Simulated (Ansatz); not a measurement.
# WC: response to strain

The reference is WC (space group P-6m2, No. 187; relaxed with 0.1 eV smearing).

```yaml
crystal:
  lattice:
    - [2.89911, 0.00000, 0.00000]
    - [-1.44955, 2.51070, 0.00000]
    - [0.00000, 0.00000, 2.82680]
  atoms:
    - { symbol: W, position: [0.00000, 0.00000, 0.00000] }
    - { symbol: C, position: [0.33333, 0.66667, 0.50000] }
```

Cartesian axes are those of the cell as printed.

Strains are applied to the cell and any free atomic positions relax.

Computed with PBEsol (Ansatz, a quantum-chemistry and plane-wave program; PAW; 420 eV plane waves; without spin-orbit coupling).

Notes on the quantities. energy relative to the base: free energy F; pressure: mean of the normal stresses, compression positive.

```
variant                      energy relative to the base  shortest interatomic distance  pressure
---------------------------  ---------------------------  -----------------------------  --------
base                                          0 meV/atom                        2.191 Å   0.0 GPa
tensor shear ε_xz = +1.71 %                 +12 meV/atom                        2.160 Å   0.5 GPa
tensor shear ε_xz = +1.43 %                +8.4 meV/atom                        2.165 Å   0.4 GPa
tensor shear ε_xz = +1.14 %                +5.3 meV/atom                        2.170 Å   0.2 GPa
tensor shear ε_xz = +0.29 %                +0.3 meV/atom                        2.185 Å   0.0 GPa
tensor shear ε_xz = +0.86 %                +3.0 meV/atom                        2.175 Å   0.1 GPa
tensor shear ε_xz = +2.00 %                 +16 meV/atom                        2.155 Å   0.7 GPa
tensor shear ε_xz = +0.57 %                +1.3 meV/atom                        2.180 Å   0.1 GPa
```

Stability against distortions was not tested. All final runs are without spin polarisation.
